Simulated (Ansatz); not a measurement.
For LiAl3 (Pm-3m), PBEsol, DFPT electron-phonon coupling, linearised Boltzmann equation (Ansatz, a first-principles code) gives a transport coupling λ_tr = 0.334 and a Drude plasma energy ħω_p = 8.68 eV.

**Question.** Estimate the resistivity at 300 K from the high-temperature formula ρ = 2π λ_tr k_B T / (ħ ε₀ ω_p²), and say how the full Boltzmann solution compares.

**Answer.** The scattering rate is 1/τ = 2π λ_tr k_B T/ħ = 8.24e13 s⁻¹ and ω_p = 1.32e16 s⁻¹, so ρ ≈ 5.35 μΩ·cm. The Boltzmann solution gives 4.76 μΩ·cm, 0.89 times the estimate; it lies lower because k_BT is not large against the phonon energies and the solution lets the distribution adjust.

A metal at this level (no band gap). Only scattering by harmonic phonons is included (no impurities, grain boundaries, electron-electron scattering or thermal expansion). Spin-orbit coupling is left out. The self-energy correction of the phonons between q points moved λ by 4 %. The squared frequency of the phonon mode least converged on the k mesh is uncertain by 14 %. The run warned that the eigensolver left some states short of its tolerance. Halving the electron mesh (20x20x20) moves the resistivity by up to 13 % at 300 K, the coupling by up to 6 %. Smearing 0.20 eV; phonons on a 4x4x4 q mesh, which this run doesn't test.

Computed structure, not matched to a measured one here, so possibly hypothetical: LiAl3 (Pm-3m).
